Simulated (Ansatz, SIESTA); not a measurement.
Code comparison for BaP2Os2 (I4/mmm, 5 atoms in the cell)

Relaxation of cell and atoms.

```
CELL_PARAMETERS angstrom
     -2.02953     2.02953     6.16354
      2.02953    -2.02953     6.16354
      2.02953     2.02953    -6.16354
ATOMIC_POSITIONS crystal
  Ba 0.00000 0.00000 0.00000
  P  0.65708 0.65708 0.00000
  P  0.34292 0.34292 0.00000
  Os 0.25000 0.75000 0.50000
  Os 0.75000 0.25000 0.50000
```

Shared settings, as Ansatz (an electronic-structure program) writes them: kpoints.mp_grid.grid = 7 7 7; scf.occupations.method = fermi_dirac; scf.occupations.width = 0.0037 Ry. Potentials and cutoffs stand in the table.

```csv
code,model,final volume (Å³/atom),cutoff
Ansatz,"PBEsol, PAW files made with PBE",19.51,default
SIESTA,"GGA PBEsol, numerical atomic orbitals DZP, PseudoDojo PBEsol standard norm-conserving potentials (rewritten from UPF to PSML)",19.71,grid 350 Ry
```

On Ansatz's run: spin-orbit coupling is off. Spin polarisation is off.

The spread over the programs that give each value: final volume within 0.20 Å³/atom.

SIESTA uses small atom-centred bases, whose incompleteness enters pressures, forces and empty levels differently from a plane-wave cutoff. The programs treat the finite-basis stress differently while the cell relaxes: Ansatz adds an estimate of it.

The starting cell comes from a database of computed structures (which also holds hypothetical and non-ambient phases and stackings), without a prior relaxation at this level.

Keys are those of Ansatz 0.2.
